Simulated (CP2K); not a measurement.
A short convergence ladder for CsCaH3 (P4mm, 5 atoms in the cell)

```
CELL_PARAMETERS angstrom
      4.59808     0.00000     0.00000
      0.00000     4.59808     0.00000
      0.00000     0.00000     4.59808
ATOMIC_POSITIONS crystal
  Cs 0.00000 0.00000 0.01087
  Ca 0.50000 0.50000 0.50000
  H  0.50000 0.00000 0.50000
  H  0.00000 0.50000 0.50000
  H  0.50000 0.50000 0.00000
```

Base method: LDA (Pade form), GPW, DZVP-MOLOPT-SR-GTH basis, GTH-PADE potentials (GTH_POTENTIALS) run with CP2K.

Base settings: CUTOFF = 500 Ry; REL_CUTOFF = 40 Ry; KPOINTS/SCHEME = MONKHORST-PACK 3 3 3; XC_FUNCTIONAL = PADE; Cs/BASIS_SET = DZVP-MOLOPT-SR-GTH-q9; Cs/POTENTIAL = GTH-PADE-q9; Ca/BASIS_SET = DZVP-MOLOPT-SR-GTH-q10; Ca/POTENTIAL = GTH-PADE-q10; H/BASIS_SET = DZVP-MOLOPT-SR-GTH-q1; H/POTENTIAL = GTH-PADE-q1.

**The width of Fermi-Dirac smearing**

In this ladder: SMEAR/METHOD = FERMI_DIRAC.

The mesh stays at the base's, so the ladder's end is converged at best in this setting alone.

Only quantities that move along the ladder and can be compared are tabulated.

```tsv
ELECTRONIC_TEMPERATURE	free energy less the last step's (meV/atom)	pressure (GPa)	largest difference of a force vector from the last step's (eV/Å)
11604.5 K	-187.18	-1.60	0.014
5802.26 K	-10.37	-2.60	0.001
2320.9 K	-0.01	-2.70	0.000
1160.45 K	0.00	-2.70	0.000
232.09 K	0.00	-2.70	0.000
```

Widest ELECTRONIC_TEMPERATURE that holds the free energy within 0.5 meV/atom of the last step, with all finer ones: 2320.9 K; the step before is off by 10 meV/atom.

Widest ELECTRONIC_TEMPERATURE that holds the pressure within 0.05 GPa of the last step, with all finer ones: 2320.9 K; the step before is off by 0.10 GPa.

Widest ELECTRONIC_TEMPERATURE that holds the forces within 0.01 eV/Å of the last step, with all finer ones: 5802.26 K; the step before is off by 0.014 eV/Å.

On the base run: the starting cell comes from a database of computed structures (which also holds hypothetical and non-ambient phases and stackings), without a prior relaxation at this level. Its lattice was rescaled by up to half a per cent. One atom was moved a little off its site on purpose. Values carry the incompleteness of an atom-centred basis.
